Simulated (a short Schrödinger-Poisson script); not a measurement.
Structure: symmetric double-gate stack, SiO2 on p-type Si(100), at 300 K.

| layer | material | thickness (nm) | Na (cm⁻³) |
|---|---|---|---|
| 1 | SiO2 | 3 | - |
| 2 | Si | 14 | 1e18 |
| 3 | SiO2 | 3 | - |

The device is made up for the run: typed textbook-type constants, with dimensions and the other settings drawn at random. SiO2: permittivity 3.9, conduction-band edge (eV) 3.15, gap (eV) 9, electron mass (mₑ) 0.5. Si: permittivity 11.7, conduction-band edge (eV) 0, gap (eV) 1.124, Nv at 300 K (cm⁻³) 3.1e19.

Channel valleys (confinement mass, in-plane density-of-states mass, number): Δ2 0.916, 0.19, 2; Δ4 0.19, 0.417, 4. At the gates, both at one voltage, the conduction-band edge of layer 1 lies 3.34 eV − eVg above the Fermi level of the channel. Gaps are held at their typed values at every temperature. Mesh 0.03 nm at interfaces.

From a short Schrödinger-Poisson script (our own, NumPy): 1D Poisson equation in equilibrium, electrons quantum, Hartree (BenDaniel-Duke, 12 states a valley, the channel's in-plane mass for all, wave functions free to enter the dielectric), parabolic valleys, classical holes, full ionisation, no traps, pinning or gate leakage.

The same stack at other levels of the model or other numerical settings:

```csv
run,sheet density of all electrons at Vg = 1.6 V (cm⁻²),sheet density of all electrons at Vg = 0.4 V (cm⁻²),capacitance of both gates at Vg = 1.6 V (μF/cm²),rough cost against the base
base,1.61e13,1.77e12,2.03,about 1
"electrons treated as classical, Boltzmann",___,2.12e12,2.21,0.02
"electrons treated as classical, Fermi-Dirac",___,2.10e12,___,0.08
mesh six times as coarse,1.60e13,1.76e12,2.02,0.2
```

Question: What belongs in the gaps?

Answer: 
- electrons treated as classical, Fermi-Dirac, sheet density of all electrons at Vg = 1.6 V (cm⁻²): 1.76e13
- electrons treated as classical, Fermi-Dirac, capacitance of both gates at Vg = 1.6 V (μF/cm²): 2.14
- electrons treated as classical, Boltzmann, sheet density of all electrons at Vg = 1.6 V (cm⁻²): 1.80e13

The classical rows ignore confinement, and Boltzmann statistics overrate the density once the band edge passes the Fermi level.
